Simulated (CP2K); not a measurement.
**CP2K run on NaI (Fm-3m, 2 atoms in the cell): self-consistent single point**

Level of theory: PBE, GPW, DZVP-MOLOPT-SR-GTH basis, GTH-PBE potentials (GTH_POTENTIALS) (CP2K).

Input:

```
&GLOBAL
  PROJECT calc
  RUN_TYPE ENERGY_FORCE
  PRINT_LEVEL MEDIUM
&END GLOBAL
&FORCE_EVAL
  METHOD Quickstep
  STRESS_TENSOR ANALYTICAL
  &DFT
    BASIS_SET_FILE_NAME BASIS_MOLOPT
    POTENTIAL_FILE_NAME GTH_POTENTIALS
    &QS
      METHOD GPW
      EPS_DEFAULT 1E-10
    &END QS
    &MGRID
      CUTOFF 950
      REL_CUTOFF 60
      NGRIDS 5
    &END MGRID
    &SCF
      SCF_GUESS ATOMIC
      EPS_SCF 1E-7
      MAX_SCF 100
      ADDED_MOS 4
      &DIAGONALIZATION
        ALGORITHM STANDARD
      &END DIAGONALIZATION
      &MIXING
        METHOD BROYDEN_MIXING
        ALPHA 0.3
        NBUFFER 10
        BETA 1.5
      &END MIXING
      &SMEAR ON
        METHOD FERMI_DIRAC
        ELECTRONIC_TEMPERATURE [K] 580.23
      &END SMEAR
    &END SCF
    &KPOINTS
      SCHEME MONKHORST-PACK 9 9 9
    &END KPOINTS
    &XC
      &XC_FUNCTIONAL PBE
      &END XC_FUNCTIONAL
    &END XC
    &PRINT
      &MO
        EIGENVALUES T
        OCCUPATION_NUMBERS T
        NDIGITS 8
        FILENAME mo
        &EACH
          QS_SCF 0
        &END EACH
        ADD_LAST NUMERIC
      &END MO
      &MULLIKEN ON
      &END MULLIKEN
    &END PRINT
  &END DFT
  &SUBSYS
    &CELL
      A 4.57498100 0.00000000 0.00000000
      B 2.28749000 3.96205000 0.00000000
      C 2.28749000 1.32068300 3.73545600
      PERIODIC XYZ
    &END CELL
    &COORD
      Na       0.00000000     0.00000000     0.00000000
      I        4.57498050     2.64136650     1.86772800
    &END COORD
    &KIND Na
      BASIS_SET DZVP-MOLOPT-SR-GTH
      POTENTIAL GTH-PBE-q9
    &END KIND
    &KIND I
      BASIS_SET DZVP-MOLOPT-SR-GTH
      POTENTIAL GTH-PBE-q7
    &END KIND
  &END SUBSYS
  &PRINT
    &FORCES ON
    &END FORCES
    &STRESS_TENSOR ON
    &END STRESS_TENSOR
  &END PRINT
&END FORCE_EVAL
```

Log, with long lists cut:

```
 GLOBAL| Method name                                                        CP2K
 GLOBAL| Project name                                                       calc
 GLOBAL| Run type                                                   ENERGY_FORCE

 CELL| Volume [angstrom^3]:                                            67.710009
 CELL| Vector a [angstrom]:       4.575     0.000     0.000   |a| =     4.574981
 CELL| Vector b [angstrom]:       2.287     3.962     0.000   |b| =     4.574981
 CELL| Vector c [angstrom]:       2.287     1.321     3.735   |c| =     4.574980
 CELL| Angle (b,c), alpha [degree]:                                    60.000005
 CELL| Angle (a,c), beta  [degree]:                                    60.000003
 CELL| Angle (a,b), gamma [degree]:                                    60.000007
 CELL| Numerically orthorhombic:                                              NO
 CELL| Periodicity                                                           XYZ

 DFT| Spin restricted Kohn-Sham (RKS) calculation                            RKS
 DFT| Multiplicity                                                             1
 DFT| Number of spin states                                                    1
 DFT| Charge                                                                   0
 DFT| XC density smoothing                                                  NONE
 DFT| XC derivatives                                                          PW

 QS| Method:                                                                 GPW
 QS| Density plane wave grid type                        NON-SPHERICAL FULLSPACE
 QS| Number of grid levels:                                                    5
 QS| Density cutoff [a.u.]:                                                475.0
 QS| Multi grid cutoff [a.u.]: 1) grid level                               475.0
   [... lines left out ...]
 BRILLOUIN| Wavefunction type                                            COMPLEX
 BRILLOUIN| List of Kpoints [2 Pi/Bohr]                                      365
 BRILLOUIN| Number           Weight            X              Y              Z
 BRILLOUIN|     1           0.00274       -0.44444       -0.44444       -0.44444
 BRILLOUIN|     2           0.00274       -0.44444       -0.44444       -0.33333
 BRILLOUIN|     3           0.00274       -0.44444       -0.44444       -0.22222
   [... 362 lines left out ...]
 *******************************************************************************

 Extrapolation method: initial_guess

 Re-scaling the density matrix to get the right number of electrons
                  # Electrons              Trace(P)               Scaling factor
                           16                16.000                        1.000

 Number of electrons:                                                         16
 Number of occupied orbitals:                                                  8
 Number of molecular orbitals:                                                12

 Number of orbital functions:                                                 22
 Number of independent orbital functions:                                     22
 SCF WAVEFUNCTION OPTIMIZATION

  Step     Update method      Time    Convergence         Total energy    Change
     1 NoMix/Diag. 0.30E+00      -     0.95106983       -59.3805402057 -5.94E+01
     2 Broy./Diag. 0.30E+00      -     0.00921663       -58.9661964704  4.14E-01
     3 Broy./Diag. 0.30E+00      -     0.04548753       -59.3580464116 -3.92E-01
     4 Broy./Diag. 0.30E+00      -     0.01343535       -59.4342295558 -7.62E-02
     5 Broy./Diag. 0.30E+00      -     0.00384240       -59.3889324712  4.53E-02
     6 Broy./Diag. 0.30E+00      -     0.00172815       -59.3985093730 -9.58E-03
     7 Broy./Diag. 0.30E+00      -     0.00044637       -59.3931027864  5.41E-03
   [... 5 lines left out ...]
    13 Broy./Diag. 0.30E+00      -     0.00000760       -59.3831958276 -2.71E-05
    14 Broy./Diag. 0.30E+00      -     0.00000201       -59.3832034681 -7.64E-06
    15 Broy./Diag. 0.30E+00      -     0.00000070       -59.3832095568 -6.09E-06
    16 Broy./Diag. 0.30E+00      -     0.00000014       -59.3832111546 -1.60E-06
    17 Broy./Diag. 0.30E+00      -     0.00000003       -59.3832114556 -3.01E-07
  *** SCF run converged in    17 steps ***

  Electronic density on regular grids:        -15.9999999879        0.0000000121
  Core density on regular grids:               15.9999999984       -0.0000000016
  Total charge density on r-space grids:        0.0000000105
  Total charge density g-space grids:           0.0000000105

  Overlap energy of the core charge distribution:               0.00000000000000
  Self energy of the core charge distribution:               -151.62595057845951
  Core Hamiltonian energy:                                     39.26902585036292
  Hartree energy:                                              62.46157403881967
  Exchange-correlation energy:                                 -9.48786076627875
  Electronic entropic energy:                                  -0.00000000000000
  Fermi energy:                                                 0.08522471225430

  Total energy:                                               -59.38321145555567
  Total energy (extrapolated to T->0):                        -59.38321145555567

                     Mulliken Population Analysis

 #  Atom  Element  Kind  Atomic population                           Net charge
       1     Na       1          8.523300                              0.476700
       2     I        2          7.476700                             -0.476700
 # Total charge                             16.000000                  0.000000

 ENERGY| Total FORCE_EVAL ( QS ) energy [hartree]            -59.383211392130654

 FORCES| Atomic forces [hartree/bohr]
 FORCES|   Atom     x               y               z               |f|
 FORCES|      1 -2.91368422E-14  6.33638560E-15 -1.21875520E-14   3.22124476E-14
 FORCES|      2 -1.55423943E-15  2.07259550E-14  3.70412206E-15   2.11116411E-14
 FORCES| Sum    -3.06910817E-14  2.70623406E-14 -8.48342992E-15
 FORCES| Total atomic force                                       4.17885314E-14

 STRESS| Analytical stress tensor [bar]
 STRESS|                        x                   y                   z
 STRESS|      x        5.20985927763E+03   1.21827616875E+02   8.61450535353E+01
 STRESS|      y        1.21827616875E+02   5.06904204900E+03   4.97277068508E+01
 STRESS|      z        8.61450535353E+01   4.97277068508E+01   5.03390813459E+03
 STRESS| 1/3 Trace                                             5.10426982040E+03
```

The run converged in 17 iterations.

The starting cell has typed, rounded lattice constants, without a prior relaxation at this level. Values carry the incompleteness of an atom-centred basis.

Cost on one core of a shared machine: roughly 30 s.
